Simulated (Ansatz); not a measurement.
# Ag on a Co site (middle of the slab) in a 3x3 cell of the 1x1 (0001) surface of hcp Co, ferromagnetic

Method: PBE (plane waves to 420 eV, PAW; Ansatz, a program for electronic structure).

Model: 36-atom slab, 6.0 Å thick at the start (thin: gaps and levels are the slab's own), 5x5x1 mesh, Fermi-Dirac 0.1 eV, dipole correction, 9 atoms held, the rest relaxed; start symmetry kept, larger cells not searched; spin-polarised, no spin-orbit, no U.

| Item | Value |
|---|---|
| formation energy against fcc Ag, hcp Co, ferromagnetic | 1.80 eV |
| work function of the top face | 4.97 eV |
| change of the work function | 0.003 eV |
| change of the step from the bottom to the top vacuum level, against the clean slab | -0.051 eV |
| energy released by relaxation | 0.43 eV |
| magnetic moment of the cell | 59.27 μB |
| largest move of a host atom | 0.16 Å |
